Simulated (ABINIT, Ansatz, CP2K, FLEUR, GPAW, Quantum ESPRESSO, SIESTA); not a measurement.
Code comparison for TiFeH₂ (Pmc2_1, 8 atoms in the cell)

Self-consistent single point.

```yaml
crystal:
  lattice:
    - [2.80811, 0.00000, 0.00000]
    - [0.00000, 4.73793, 0.00000]
    - [0.00000, 0.00000, 4.55451]
  atoms:
    - { symbol: Ti, position: [0.50000, 0.29982, 0.28994] }
    - { symbol: Ti, position: [0.50000, 0.70018, 0.78994] }
    - { symbol: Fe, position: [0.00000, 0.18703, 0.78968] }
    - { symbol: Fe, position: [0.00000, 0.81297, 0.28968] }
    - { symbol: H, position: [0.50000, 0.93246, 0.44952] }
    - { symbol: H, position: [0.50000, 0.06754, 0.94952] }
    - { symbol: H, position: [0.00000, 0.47856, 0.55285] }
    - { symbol: H, position: [0.00000, 0.52144, 0.05285] }
```

All programs got the same cell, k-point mesh and kind of occupations (in Ansatz's words: kpoints.mp_grid.grid = 8 5 5; scf.occupations.method = gaussian; scf.occupations.width = 0.1 eV); potentials, basis and cutoffs are each program's usual ones.

```tsv
code	model	pressure (GPa)	largest force (eV/Å)	k-points	cutoff
CP2K	LDA (Pade form), GPW, DZVP-MOLOPT-SR-GTH basis, GTH-PADE potentials (GTH_POTENTIALS)	-12.10	0.142	101	grid 600 Ry
Ansatz	LDA (PW92), PAW files made with PBE	-12.08	0.144	45	420 eV
ABINIT	LDA (PW92), norm-conserving pseudopotentials (PseudoDojo nc-sr-04 LDA standard)	-12.10	0.143	45	45 Ha
SIESTA	LDA PW92, numerical atomic orbitals DZP, PseudoDojo LDA standard norm-conserving potentials (rewritten from UPF to PSML)	-14.24	0.149	103	grid 300 Ry
FLEUR	LDA (Perdew-Zunger), all-electron FLAPW (FLEUR), scalar-relativistic valence	–	0.137	45	Kmax 4.7 1/bohr
GPAW	LDA (Perdew-Wang 92), GPAW PAW datasets LDA (gpaw-data 1.0.1)	-11.34	0.121	45	850 eV
Quantum ESPRESSO	LDA (PZ), GBRV 1.5 ultrasoft (LDA) pseudopotentials	-11.88	0.143	45	50 Ry
```

Size of the force on each atom (eV/Å): Sizes of forces hide their directions.

```
code                Ti1    Ti2    Fe3    Fe4     H5     H6     H7     H8
----------------  -----  -----  -----  -----  -----  -----  -----  -----
CP2K              0.125  0.125  0.057  0.057  0.142  0.142  0.039  0.039
Ansatz            0.107  0.107  0.041  0.041  0.144  0.144  0.043  0.043
ABINIT            0.109  0.109  0.044  0.044  0.143  0.143  0.044  0.044
SIESTA            0.065  0.065  0.097  0.097  0.149  0.149  0.049  0.049
FLEUR             0.104  0.104  0.041  0.041  0.137  0.137  0.045  0.045
GPAW              0.094  0.094  0.036  0.036  0.121  0.121  0.051  0.051
Quantum ESPRESSO  0.109  0.109  0.038  0.038  0.143  0.143  0.046  0.046
```

A dash marks a value that a program does not give, or that is left out as unsure.

The spread over the programs that give each value: pressure within 2.90 GPa; largest force within 0.028 eV/Å.

The starting cell comes from a database of computed structures (which also holds hypothetical and non-ambient phases and stackings), without a prior relaxation at this level. Its lattice was rescaled by a random factor within 2.5 % of one. On Ansatz's run: Spin polarisation is off. In the base run, with a pressure of about -12 GPa the cell is away from its equilibrium volume at this level.

Why do the programs differ, and what cannot be compared?

Differences of this kind can come from the potentials, where these differ, and from what each basis and cutoff leave unconverged. The valence holds different numbers of electrons (CP2K 60, Ansatz (a program for electronic structure) 60, ABINIT 60, SIESTA 60, FLEUR 60, GPAW 44, Quantum ESPRESSO 60). The zero of total energies and Fermi levels follows the potentials and each program's conventions, so they are not compared here. CP2K and SIESTA use small atom-centred bases, whose incompleteness enters pressures, forces and empty levels differently from a plane-wave cutoff. FLEUR treats all electrons, but the usual bases taken here (sphere radii, linearisation, local orbitals, empty states) were not tested for convergence, so the values are no reference for the others. Ansatz's pressure is given at a fixed set of plane waves, as the other plane-wave codes print theirs; with its correction for the finite basis it is -11.92 GPa. The same LDA comes in different parametrisations, which differ slightly. The programs reduce the same mesh by symmetry to different extents, which changes the work and not the result. In the pressure, SIESTA (by 2.26) lies more than 1 GPa from the median of the plane-wave programs.

Keys are those of Ansatz 0.2.
